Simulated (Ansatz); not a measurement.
We consider LaN (model structure, started from the zincblende type, F-43m, No. 216, 2 atoms in the cell), described by r²SCAN+rVV10 in Ansatz (PAW).

Settings: plane-wave cutoff 560 eV, 10×10×10 k mesh, Fermi–Dirac smearing 0.01 eV, scalar-relativistic PAW data made under PBE.

Cell (relaxed at this level):

```
LaN
1.0
    0.00000     2.79323     2.79323
    2.79323     0.00000     2.79323
    2.79323     2.79323     0.00000
N La
1 1
Direct
  0.75000   0.75000   0.75000
  0.00000   0.00000   0.00000
```

**Question.** Estimate the band gap and direct gap at Γ that the calculation returns.

**Answer.** 
band gap: 1.45 eV (on the SCF k mesh)
direct gap at Γ: 3.52 eV

Note: the relaxation could raise the start's symmetry but not lower it, so the cell can be a saddle point.

Spin–orbit coupling is not included.

Static lattice: no zero-point or thermal effects.

A model structure was made by putting elements into a prototype or built by hand; it is no filed structure, need not be a known phase, and can be a saddle point held by its symmetry.

Ansatz is a quantum-chemistry and plane-wave program.
